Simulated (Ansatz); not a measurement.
Levels about the gap of amorphous Hf$_{18}$O$_{39}$B$_{2}$ (59 atoms in a cell of 761 Å³, 8.42 g/cm³; zone centre alone, so wide bands show as single levels with stretches between that a denser mesh fills), at the geometry that PBE relaxed, where it gives 1.4 GPa on a denser mesh. The participation number counts the atoms over which a state spreads; weights are charges in smoothed Voronoi cells. The levels come from a single point, so bond lengths are those of that geometry. Method of the levels: PBE, scalar-relativistic without spin-orbit coupling (Ansatz, an electronic-structure program). Sampling: the zone centre alone; Fermi-Dirac width 0.02 eV; no spin polarisation. At PBE the levels at the filled edge of the gap are localised (band-tail or defect states).

The cell was made by melting and quenching with the CHGNet potential and then relaxed with DFT. O atoms were pushed apart under 1.9 Å during the dynamics, to hinder bonds among them. The hot cell started wider than the set density and was brought back towards it in steps. It is the lowest in DFT energy of 2 quenches. It is a model cell: composition and starting density were chosen by hand, and all elements were melted together. No dispersion term was used. Its density started from a set value of 8.42 and ended at 8.42 g/cm³. The quench (nominally 450 K/ps over its main leg) was far faster than any real one, so the model tends to hold more defects than a real film. A cell of this size samples the disorder only roughly. The volume was held where the preparation left it and the shape relaxed, at a PBE pressure of 1.4 GPa. Stress components on the final sampling reach 1.5 GPa.

```json
[
 {"E - E(highest filled), eV": "-0.47", "filling": "filled", "participation number": "18.7", "largest on": "O, 3 neighbours", "weight O": "0.94", "weight Hf": "0.06", "weight B": "0.00"},
 {"E - E(highest filled), eV": "-0.40", "filling": "filled", "participation number": "19.0", "largest on": "O, 3 neighbours", "weight O": "0.94", "weight Hf": "0.05", "weight B": "0.01"},
 {"E - E(highest filled), eV": "-0.35", "filling": "filled", "participation number": "21.2", "largest on": "O, 3 neighbours", "weight O": "0.94", "weight Hf": "0.05", "weight B": "0.01"},
 {"E - E(highest filled), eV": "-0.31", "filling": "filled", "participation number": "9.5", "largest on": "O, 3 neighbours", "weight O": "0.95", "weight Hf": "0.04", "weight B": "0.00"},
 {"E - E(highest filled), eV": "-0.24", "filling": "filled", "participation number": "13.1", "largest on": "O, 3 neighbours", "weight O": "0.95", "weight Hf": "0.05", "weight B": "0.00"},
 {"E - E(highest filled), eV": "-0.10", "filling": "filled", "participation number": "8.5", "largest on": "O, 3 neighbours", "weight O": "0.95", "weight Hf": "0.04", "weight B": "0.00"},
 {"E - E(highest filled), eV": "0.00", "filling": "filled", "participation number": "6.0", "largest on": "O, 3 neighbours", "weight O": "0.96", "weight Hf": "0.04", "weight B": "0.00"},
 {"E - E(highest filled), eV": "3.87", "filling": "empty", "participation number": "17.6", "largest on": "Hf, 6 neighbours", "weight O": "0.43", "weight Hf": "0.57", "weight B": "0.01"},
 {"E - E(highest filled), eV": "4.12", "filling": "empty", "participation number": "20.8", "largest on": "Hf, 6 neighbours", "weight O": "0.46", "weight Hf": "0.54", "weight B": "0.01"},
 {"E - E(highest filled), eV": "4.20", "filling": "empty", "participation number": "21.4", "largest on": "Hf, 8 neighbours", "weight O": "0.38", "weight Hf": "0.61", "weight B": "0.01"},
 {"E - E(highest filled), eV": "4.31", "filling": "empty", "participation number": "21.5", "largest on": "Hf, 6 neighbours", "weight O": "0.37", "weight Hf": "0.62", "weight B": "0.01"},
 {"E - E(highest filled), eV": "4.44", "filling": "empty", "participation number": "27.2", "largest on": "Hf, 6 neighbours", "weight O": "0.39", "weight Hf": "0.61", "weight B": "0.00"},
 {"E - E(highest filled), eV": "4.47", "filling": "empty", "participation number": "14.4", "largest on": "Hf, 7 neighbours", "weight O": "0.38", "weight Hf": "0.61", "weight B": "0.01"},
 {"E - E(highest filled), eV": "4.56", "filling": "empty", "participation number": "28.0", "largest on": "Hf, 7 neighbours", "weight O": "0.39", "weight Hf": "0.60", "weight B": "0.01"}
]
```

Most localised among these is the filled level at +0.00 eV, on a O atom, which has 3 neighbours (Hf 2.00 Å, Hf 2.04 Å, Hf 2.28 Å).
